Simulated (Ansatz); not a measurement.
Consider WSi2 (space group I4/mmm, No. 139; a = 3.203 Å, c = 7.818 Å; relaxed with 0.1 eV smearing). Axes: x, y, z lie along a, b, c of the conventional cell.

Structures relaxed with PBEsol, PAW, 420 eV (Ansatz, a quantum-chemistry and plane-wave program; scalar-relativistic without spin-orbit coupling), earlier PAW set.

Base:

Simulated powder pattern, Cu Kα1, λ = 1.54056 Å (kinematic, ideal powder, no thermal factors, no anomalous dispersion; the 8 strongest lines at most, above 2 %, up to 2θ = 90°):

| 2θ (°) | I/Imax (%) | hkl |
|---|---|---|
| 22.73 | 50 | (002) |
| 30.13 | 100 | (101) |
| 39.77 | 59 | (110) |
| 44.80 | 84 | (103) |
| 46.29 | 33 | (112) |
| 57.50 | 20 | (200) |
| 66.29 | 23 | (211) |
| 75.71 | 37 | (213) |

After one change:

Simulated powder pattern, Cu Kα1, λ = 1.54056 Å (kinematic, ideal powder, no thermal factors, no anomalous dispersion; the 8 strongest lines at most, above 2 %, up to 2θ = 90°):

```csv
2θ (°),I/Imax (%)
23.37,100
29.82,55
29.84,55
29.96,55
30.08,54
38.61,69
39.89,63
45.13,44
```

### Question
Which change produced these results?
(A) strain tensor (xx, yy, zz, yz, xz, xy) = (+1.17, +1.44, −2.72, −0.31, −0.55, −1.59) %
(B) strain tensor (xx, yy, zz, yz, xz, xy) = (+1.29, −0.68, −0.06, +0.01, −0.27, +1.60) %
(C) uniaxial strain ε_zz = +4.45 %

### Answer
A, strain tensor (xx, yy, zz, yz, xz, xy) = (+1.17, +1.44, −2.72, −0.31, −0.55, −1.59) %. Its volume per atom is 13.34 Å³ against 13.37 Å³, and its space group is P-1 (No. 2).

No phonon test of stability was made. All final runs are without spin polarisation.
